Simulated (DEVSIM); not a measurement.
Structure: Pd/SiON/SiO2/p-Si capacitor, at 250 K.

Layer 1 from the left is SiON, thickness (nm) 2.90. Layer 2 from the left is SiO2, thickness (nm) 1.20. Layer 3 from the left is Si, thickness (nm) 12000, Na (cm⁻³) 2.3e15.

Metal gate on the left, work function 5.2 eV. Fixed charge at the semiconductor interface 1.4e12 cm⁻² (in units of +e); no interface traps.

Constants are typed, rounded textbook-type inputs, not results; the design itself was drawn at random and stands for no fabricated device. Values at 300 K; Nc and Nv go as T^1.5, mobilities as T to minus their exponent, the gap by Varshni's rule with the affinity fixed.

SiON: gap (eV) 7, affinity (eV) 1.4, permittivity 5.5. SiO2: gap (eV) 9, affinity (eV) 0.9, permittivity 3.9. Si: gap (eV) 1.124, affinity (eV) 4.05, permittivity 11.7, Nc (cm⁻³) 2.86e19, Nv (cm⁻³) 3.1e19, Varshni α (eV/K) 0.000473, Varshni β (K) 636.

Q: Estimate by hand the flat-band voltage, the threshold voltage, and compare with a numerical solution.

A: 
- Flat-band voltage: C = 1.06 μF/cm², work-function difference 0.213 V; VFB = φms − qNf/C = 0.00 V; numerical 0.00 V.
- Threshold voltage: φF = 0.370 V, depletion charge √(4εqNφF) = 2.38e-8 C/cm²; VT = VFB + 2φF + Qd/C = 0.76 V; numerical 0.76 V.

DEVSIM, 1D Poisson equation in equilibrium, Boltzmann statistics, complete ionisation; no quantum confinement or tunnelling. Metal contacts follow the ideal Schottky-Mott rule: no Fermi-level pinning, no interface dipoles.
